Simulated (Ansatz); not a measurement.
The starting structures come from a database of crystals and need not be the phases stable at ambient conditions.

 Where the default PAW files enter, the runs use the earlier of Ansatz's two default sets.

The decay constant κ of evanescent states in the gap governs leakage through a thin film.

Here is the system:

```yaml
crystal:
  lattice:
    - [6.33021, 0.00000, 0.00000]
    - [1.38481, 6.17688, 0.00000]
    - [2.47270, -3.08844, 3.95635]
  atoms:
    - { symbol: Zn, position: [0.25000, 0.25000, 0.50000] }
    - { symbol: Zn, position: [0.00000, 0.00000, 0.00000] }
    - { symbol: Cl, position: [0.89237, 0.35763, 0.48263] }
    - { symbol: Cl, position: [0.12500, 0.62500, 0.98263] }
    - { symbol: Cl, position: [0.35763, 0.89237, 0.51737] }
    - { symbol: Cl, position: [0.62500, 0.12500, 0.01737] }
```

Space group of this cell: I-42d. The cell is taken as given.

Transport runs along the normal of the first two printed cell vectors, the (110) plane of the conventional cell.

The gap is the functional's own. No spin-orbit coupling. Mid-gap values are interpolated on the energy grid.

Task: State the band gap and the smallest decay constant κ at mid-gap according to Ansatz (a first-principles code) with PBEsol.

Result: Gap 3.99 eV on a 8×8×8 mesh; κ = 0.340 1/Å, at the zone centre.
